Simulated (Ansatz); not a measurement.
We consider WB (I4₁/amd, No. 141; cell taken from a computed entry), described by PBEsol (PAW; Ansatz, a quantum-chemistry and plane-wave program).

Run with plane-wave cutoff 520 eV, 26×26×26 k mesh, Fermi–Dirac smearing 0.045 eV (set by the program), no spin polarisation, scalar-relativistic PAW data made under PBE.

Cell (relaxed at this level):

```xyz
8
Lattice="-1.5597 1.5597 8.4317 1.5597 -1.5597 8.4317 1.5597 1.5597 -8.4317" Properties=species:S:1:pos:R:3 pbc="T T T"
B      1.5597     0.0000     6.8509
B      0.0000     0.0000    11.0667
B      0.0000     0.0000     5.7966
B      1.5597     0.0000     1.5807
W      0.0000     1.5597     0.8945
W      0.0000     0.0000    13.5420
W      0.0000     0.0000     3.3213
W      0.0000     1.5597     7.5372
```

Question: Predict the Voigt–Reuss–Hill bulk modulus, Voigt–Reuss–Hill shear modulus (Hill average), Young modulus and Poisson ratio.

Answer: 
* **Voigt–Reuss–Hill bulk modulus**: 360 GPa
* **Voigt–Reuss–Hill shear modulus (Hill average)**: 218 GPa
* **Young modulus**: 543 GPa
* **Poisson ratio**: 0.249

Note: the relaxation could not lower the start's symmetry, so the cell can be a saddle point above a distorted one.

Elastic constants are with the ions relaxed.

Spin–orbit coupling is not included.

The computed numbers hold no vibrational or temperature effects.

Computing time: roughly 5 core-hours.
